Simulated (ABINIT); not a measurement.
A self-consistent single point of MgC₂ (P1, 6 atoms in the cell) with ABINIT.

Method of the run: PBEsol, norm-conserving pseudopotentials (PseudoDojo nc-sr-04 PBEsol standard) (plane waves; ABINIT).

The change in words: lattice scaled by 0.98. Reference geometry:
```xyz
6
Lattice="3.9508 0.0000 0.0000 0.0000 3.9508 0.0000 0.0000 0.0000 4.9871" Properties=species:S:1:pos:R:3 pbc="T T T"
Mg     1.9999     1.9768     0.0232
Mg     0.1224     0.0043     2.5183
C      3.4531     3.4518    -0.0551
C      0.4134     0.4679     0.0221
C      2.3824     1.5871     2.4693
C      1.5057     2.3890     2.5029
```

Reference input (self-consistent single point, DFT, PBEsol, plane waves, norm-conserving pseudopotentials (PseudoDojo nc-sr-04 PBEsol standard)): pseudos = [Mg.upf, C.upf]; ecut = 84 Ry; occopt = 3; tsmear = 0.00073499 Ha; ngkpt = 6 6 5; nshiftk = 1; shiftk = 0 0 0; potentials = PseudoDojo nc-sr-04 PBEsol standard; nband = 24; kptopt = 1; nstep = 80; tolvrs = 1e-12. This run's input differs from it in these lines:

```diff
@@ -5,5 +5,5 @@
 rprim
-         7.4658921786    0.0000000000    0.0000000000
-         0.0000000000    7.4658921786    0.0000000000
-         0.0000000000    0.0000000000    9.4242342589
+         7.3165735792    0.0000000000    0.0000000000
+         0.0000000000    7.3165735792    0.0000000000
+         0.0000000000    0.0000000000    9.2357491957
 natom 6
```

The program printed (abridged):

```
--- !BeginCycle
solver: {iscf: 7, nstep: 80, nline: 4, wfoptalg: 0, }
tolerances: {tolvrs: 1.00E-12, }
...

     iter   Etot(hartree)      deltaE(h)  residm     vres2
 ETOT  1  -142.21431231520    -1.422E+02 9.712E-02 1.323E+03
 ETOT  2  -142.47147387904    -2.572E-01 2.871E-02 1.530E+02
 ETOT  3  -142.49966020298    -2.819E-02 6.402E-03 4.057E+00
 ETOT  4  -142.49995789617    -2.977E-04 1.127E-03 1.299E+00
 ETOT  5  -142.50018669678    -2.288E-04 3.029E-04 1.476E-01
   [... 6 lines left out ...]
 ETOT 12  -142.50021437673    -2.132E-12 2.074E-06 7.343E-10
 ETOT 13  -142.50021437673    -7.674E-13 3.575E-06 8.698E-12
 ETOT 14  -142.50021437673    -5.684E-14 9.599E-07 1.214E-12
 ETOT 15  -142.50021437673    -1.421E-12 1.628E-06 3.528E-13
 At SCF step   15       vres2   =  3.53E-13 < tolvrs=  1.00E-12 =>converged.

 Cartesian components of stress tensor (hartree/bohr^3)
  sigma(1 1)= -3.97948901E-04  sigma(3 2)= -2.38699099E-05
  sigma(2 2)= -3.20058598E-04  sigma(3 1)=  2.77356323E-05
  sigma(3 3)= -5.19083523E-05  sigma(2 1)=  4.93533404E-04

 ----iterations are completed or convergence reached----

 reduced coordinates (array xred) for    6 atoms
       0.506211000000      0.500356000000      0.004655000000
       0.030979000000      0.001094000000      0.504962000000
       0.874024000000      0.873704000000      0.988950000000
       0.104641000000      0.118440000000      0.004434000000
       0.603030000000      0.401722000000      0.495129000000
       0.381115000000      0.604685000000      0.501869000000
 cartesian forces (eV/Angstrom) at end:
   [... lines left out ...]
 Fermi (or HOMO) energy (hartree) =   0.10993   Average Vxc (hartree)=  -0.37248
 Fermi (or HOMO) energy (eV) =   2.99127   Average Vxc (eV)= -10.13562
   [... lines left out ...]
total_energy        : -1.42500214376731E+02
total_energy_eV     : -3.87762803353753E+03
band_energy         : -2.83128387629748E+01
...

-Cartesian components of stress tensor (GPa)         [Pressure=  7.5506E+00 GPa]
- sigma(1 1)= -1.17080589E+01  sigma(3 2)= -7.02276876E-01
- sigma(2 2)= -9.41644746E+00  sigma(3 1)=  8.16010337E-01
- sigma(3 3)= -1.52719619E+00  sigma(2 1)=  1.45202516E+01

 Calculation completed.
```

The run converged in 15 iterations. Against the reference run the free energy rises by 16.6 meV/atom, the pressure goes from -0.34 to 7.55 GPa, the largest force goes from 7.142 to 9.814 eV/Å and the gap on the mesh goes from 2.316 to 2.236 eV.

The starting cell comes from a database of computed structures (which also holds hypothetical and non-ambient phases and stackings), without a prior relaxation at this level. Its atoms were displaced at random from the sites of space group no. 136. For this run, on top of that: lattice scaled by 0.98. With a pressure of about 8 GPa the cell is away from its equilibrium volume at this level. Forces in this geometry exceed 1 eV/Å.

Cost on one core of a shared machine: roughly 10 min.
